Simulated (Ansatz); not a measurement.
The reference is WSi2 (space group I4/mmm, No. 139; a = 3.202 Å, c = 7.818 Å; relaxed with 0.1 eV smearing). Axes: x, y, z lie along a, b, c of the conventional cell.

The values are results of plane-wave PAW DFT at the PBEsol level (Ansatz, an electronic-structure program, 420 eV), scalar-relativistic without spin-orbit coupling, not measurements.

Strains are applied to the cell and any free atomic positions relax.

One change was made to it. Results:

| quantity | base | after |
|---|---|---|
| energy relative to the base (free energy F) | 0 meV/atom | +2.6 meV/atom |
| band gap | zero | zero |

Question: What was done to the base?
(A) tensor shear ε_xz = +2.00 %
(B) tensor shear ε_xz = +1.43 %
(C) tensor shear ε_xz = +1.14 %
(D) tensor shear ε_xz = +0.86 %

Answer: D, tensor shear ε_xz = +0.86 %. For comparison, the energy relative to the base in the other runs: tensor shear ε_xz = +2.00 % gives +14 meV/atom; tensor shear ε_xz = +1.43 % gives +7.2 meV/atom; tensor shear ε_xz = +1.14 % gives +4.5 meV/atom.

No phonon test of stability was made. The final runs are not spin-polarised.
